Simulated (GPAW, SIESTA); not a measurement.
A GPAW input for a self-consistent single point of Si (Fd-3m, 2 atoms in the cell) (DFT PBEsol, plane waves, GPAW PAW datasets PBEsol (made by gpaw-setup)):

```python
from ase import Atoms
from ase.units import GPa
from gpaw import GPAW

atoms = Atoms(['Si', 'Si'],
              cell=[[0.000000, 2.721850, 2.721850],
                    [2.721850, 0.000000, 2.721850],
                    [2.721850, 2.721850, 0.000000]],
              scaled_positions=[[0.250000, 0.250000, 0.250000],
                                [0.000000, 0.000000, 0.000000]],
              pbc=True)

calc = GPAW(mode={'name': 'pw', 'ecut': 600},
            xc='PBEsol',
            kpts={'size': (8, 8, 8), 'gamma': True},
            occupations={'name': 'fermi-dirac', 'width': 0.05},
            nbands=-8,
            convergence={'density': 1e-05, 'energy': 1e-05, 'bands': -6},
            symmetry={'symmorphic': False, 'tolerance': 0.0005},
            maxiter=100,
            txt='-')

atoms.calc = calc

energy = atoms.get_potential_energy()
print('Energy (eV):', round(energy, 6))
forces = atoms.get_forces()
print('Forces (eV/Ang):')
print(forces.round(5))
stress = atoms.get_stress()
print('Stress (GPa, Voigt):', (stress / GPa).round(4))
```

Write the same calculation as an input for SIESTA.

This is the input that was run; spellings and numerical settings could be chosen otherwise.

```
# files in the folder: Si.psml (PseudoDojo PBEsol standard)
SystemName  Si
SystemLabel siesta

NumberOfAtoms                2
NumberOfSpecies              1
%block ChemicalSpeciesLabel
  1 14 Si
%endblock ChemicalSpeciesLabel
LatticeConstant              3.849277 Ang
%block LatticeVectors
     0.000000000    0.707106815    0.707106815
     0.707106815    0.000000000    0.707106815
     0.707106815    0.707106815    0.000000000
%endblock LatticeVectors
AtomicCoordinatesFormat      Ang
%block AtomicCoordinatesAndAtomicSpecies
     1.360925000    1.360925000    1.360925000  1
     0.000000000    0.000000000    0.000000000  1
%endblock AtomicCoordinatesAndAtomicSpecies

XC.functional                GGA
XC.authors                   PBEsol
PAO.BasisSize                TZP
PAO.EnergyShift              0.01 Ry
MeshCutoff                   300 Ry
%block kgrid.MonkhorstPack
    8   0   0  0.0
    0   8   0  0.0
    0   0   8  0.0
%endblock kgrid.MonkhorstPack
OccupationFunction           FD
ElectronicTemperature        580.23 K

MaxSCFIterations             150
SCF.Mixer.Method             Broyden
SCF.Mixer.Weight             0.2
SCF.Mixer.History            8
SCF.DM.Tolerance             1.0E-05
Diag.ParallelOverK           true
WriteForces                  true
```

Basis, cutoffs, solver keys and any potentials are the target program's own. This input uses DFT, GGA PBEsol, numerical atomic orbitals TZP, PseudoDojo PBEsol standard norm-conserving potentials (rewritten from UPF to PSML). Both were run: pressure -0.27 GPa in GPAW and 0.06 in SIESTA; gap on the mesh 0.520 eV in GPAW and 0.489 in SIESTA.

On SIESTA: the starting cell comes from a database of computed structures (which also holds hypothetical and non-ambient phases and stackings), without a prior relaxation at this level. Values carry the incompleteness of an atom-centred basis.

On GPAW: the starting cell comes from a database of computed structures (which also holds hypothetical and non-ambient phases and stackings), without a prior relaxation at this level.
